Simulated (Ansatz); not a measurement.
Take a 24-atom supercell of MgO in the rock salt structure (space group Fm-3m, No. 225) at its relaxed geometry as the base.

```
MgO
1.0
    0.00000     4.21489     4.21489
    4.21489    -4.21489     4.21489
    4.21489     4.21489     0.00000
O Mg
12 12
Cartesian
  0.00000   0.00000   0.00000
  2.10744   2.10744   0.00000
  2.10744   0.00000   2.10744
  4.21489   2.10744   2.10744
  4.21489   0.00000   4.21489
  6.32233   2.10744   4.21489
  0.00000   2.10744   2.10744
  2.10744   4.21489   2.10744
  2.10744   2.10744   4.21489
  4.21489   4.21489   4.21489
  4.21489   2.10744   6.32233
  6.32233   4.21489   6.32233
  2.10744   2.10744   2.10744
  4.21489   4.21489   2.10744
  4.21489   2.10744   4.21489
  2.10744   0.00000   4.21489
  6.32233   2.10744   6.32233
  4.21489   0.00000   6.32233
  2.10744   4.21489   4.21489
  4.21489   6.32233   4.21489
  4.21489   4.21489   6.32233
  2.10744  -2.10744   2.10744
  6.32233   0.00000   4.21489
  4.21489  -2.10744   4.21489
```

Level of theory: DFT with PBEsol, PAW potentials and a 420 eV plane-wave cutoff in Ansatz (an electronic-structure program), scalar-relativistic without spin-orbit coupling, earlier PAW set.

One neutral defect a cell, atoms relaxed at fixed cell.

One change was made to it. Results:

| quantity | base | after |
|---|---|---|
| gap of the supercell | 4.62 eV | 0.53 eV |
| pressure | 0.0 GPa | 3.1 GPa |
| total moment of the cell | – | 2.0 μB |
| largest displacement of a host atom from its site in the perfect cell | – | 0.18 Å |

Q: Which change produced these results?
A) Mg interstitial (started 1.83 Å from the nearest host atom)
B) O on a Mg site (antisite)
C) H interstitial (started 1.49 Å from the nearest host atom), symmetric start

A: B, O on a Mg site (antisite). For comparison, the pressure in the other runs: H interstitial (started 1.49 Å from the nearest host atom), symmetric start gives 5.6 GPa; Mg interstitial (started 1.83 Å from the nearest host atom) gives 24.7 GPa.

The magnetic state is the one reached from the starting moments; the real material's order can differ, and small cells can't hold many antiferromagnetic ones. In so small a cell the defect repeats every few ångströms: this is an ordered compound, not a dilute defect. The mesh was chosen for an insulator and is coarse for the gapless case. Defects with a symmetric start kept the site's symmetry and may sit on a saddle; the others started slightly shaken. Starting moments died away, wholly or in part, for H interstitial (started 1.49 Å from the nearest host atom) and Mg interstitial (started 1.83 Å from the nearest host atom); another magnetic solution may exist. A gap here joins edges of opposite spin (a spin-flip gap).
